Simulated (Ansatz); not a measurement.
## CdSe (F-43m): band-edge transport data

Consider the following.

```yaml
crystal:
  lattice:
    - [0.00000, 3.04073, 3.04073]
    - [3.04073, 0.00000, 3.04073]
    - [3.04073, 3.04073, 0.00000]
  atoms:
    - { symbol: Cd, position: [0.00000, 0.00000, 0.00000] }
    - { symbol: Se, position: [0.75000, 0.75000, 0.75000] }
```

Method: PBEsol with spin-orbit coupling, rigid bands (plane waves, PAW; Ansatz, a quantum-chemistry and plane-wave program). Geometry: cell and atoms relaxed with PBEsol.

```json
{
  "band_gap": "0.36 eV",
  "hole conductivity mass (300 K, dilute)": "0.76 mₑ",
  "effective density of states N_v (300 K)": "2.8e19 cm⁻³",
  "density_of_states_mass_holes": "1.08 mₑ",
  "Seebeck coefficient, p-type 1e19 cm⁻³, 300 K": "305 μV/K"
}
```

Rigid bands; masses and Seebeck coefficients take one relaxation time τ for all states and one kind of carrier; polarons and phonon drag are left out.
